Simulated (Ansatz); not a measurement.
We consider rock-salt LaS, described by r²SCAN (Ansatz, a program for electronic structure, plane waves, PAW).

Run with plane-wave cutoff 560 eV, 16×16×16 k mesh, Fermi–Dirac smearing 0.05 eV, scalar-relativistic PAW data made under PBE.

A third-order Birch–Murnaghan fit to the energies gives V0 = 25.526 Å³/atom, B0 = 84.0 GPa, B′ = 4.5.

```csv
V (Å³/atom),P (GPa)
23.994,?
24.505,?
25.015,?
25.526,0.00
26.036,-1.59
26.547,-3.02
27.057,?
```

Question: Estimate the withheld pressures from this fit; the answers are the runs' own values.

Answer: 
- 23.994, P (GPa): 5.96
- 24.505, P (GPa): 3.76
- 25.015, P (GPa): 1.78
- 27.057, P (GPa): -4.30

The formula P = (3/2) B0 (x^(7/3) − x^(5/3)) [1 + (3/4)(B′ − 4)(x^(2/3) − 1)] with x = V0/V meets the computed pressures within 0.02 GPa when these rounded values are put in.

Note: the relaxation could not lower the start's symmetry, so the cell can be a saddle point above a distorted one.

Spin–orbit coupling is not included; it can open a gap where bands touch, and shift volumes and moduli.

Static lattice: no zero-point or thermal effects.
